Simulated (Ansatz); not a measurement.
BaO: element substitutions

Start from BaO in the rock salt structure (space group Fm-3m, No. 225; a = 5.574 Å).

Each row replaces one element on all its sites; cell and atoms are relaxed.

Level of theory: Kohn–Sham DFT with the PBE functional, run in Ansatz (a first-principles code) with PAW and 420 eV plane waves, no spin-orbit coupling.

Base values:

The band gap is 2.10 eV.

The aim is a band gap between 4.29 eV and 4.68 eV. Which of these changes reaches it?
(A) O → S
(B) Ba → Mg
(C) Ba → Ca

B, Ba → Mg. It gives 4.46 eV; Ba → Ca gives 3.66 eV; O → S gives 2.23 eV. Changes not listed may reach it too

No phonon test of stability was made.
